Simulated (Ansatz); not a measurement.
We consider cubic perovskite KMgF₃, described by PBE in Ansatz (PAW).

Numerical settings: plane-wave cutoff 520 eV, 6×6×6 k mesh, perturbation theory, scalar-relativistic PAW data made under PBE.

Computed at the level's own relaxed cell.

**Question.** Give the computed electronic dielectric constant ε∞ and dielectric constant ε0 (ions relaxed).

**Answer.** 
electronic dielectric constant ε∞: 2.07
dielectric constant ε0 (ions relaxed): 7.25

Measured, for comparison: high-frequency dielectric constant 1.85 (room temperature, not corrected to a static lattice; as tabulated in Dubrovin et al. (2021), arXiv:2110.13026); static dielectric constant 5.39 (room temperature, not corrected to a static lattice, our sources range from 5.39 to 6.97; as tabulated in Dubrovin et al. (2021), arXiv:2110.13026). Computed (rounded) less measured: high-frequency dielectric constant +12 %, static dielectric constant not scored (sources differ).

The result took around 7 core-minutes (rough).

Ansatz is a first-principles code.
